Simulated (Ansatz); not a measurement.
**A computed series for hypothetical P6_3mc GeSe: pressure series**

Take GeSe (space group P6_3mc, No. 186; a = 4.710 Å, c = 5.685 Å; a hypothetical phase, not in the database extracts checked) as the base.

Cell and atoms are relaxed at each pressure.

Level of theory: plane-wave PAW DFT at the PBEsol level (Ansatz, a first-principles code, 420 eV), scalar-relativistic without spin-orbit coupling, earlier PAW set.

```tsv
pressure (GPa)	volume per atom (Å³/atom)
-2	28.995
-1	28.072
0	27.308
0.9	26.709
2.1	?
4.5	24.862
```

Task: Fit the third-order Birch–Murnaghan form P(V) = (3B₀/2)[(V₀/V)^(7/3) − (V₀/V)^(5/3)]·[1 + (3/4)(B₀′ − 4)((V₀/V)^(2/3) − 1)] (squares taken in P) to the rows shown and predict the withheld row.

Result: Least squares on the printed values gives V₀ = 27.307 Å³/atom, B₀ = 38.4 GPa, B₀′ = 4.7; this predicts 26.009 Å³/atom, and the run gives 26.016 Å³/atom, 0.007 higher.

A case with no gap was solved on a k-mesh chosen for an insulator, which is coarse for it. Load acts through the strain it causes; cell and atoms are relaxed under it. Stability against distortions was not tested. All final runs are without spin polarisation.
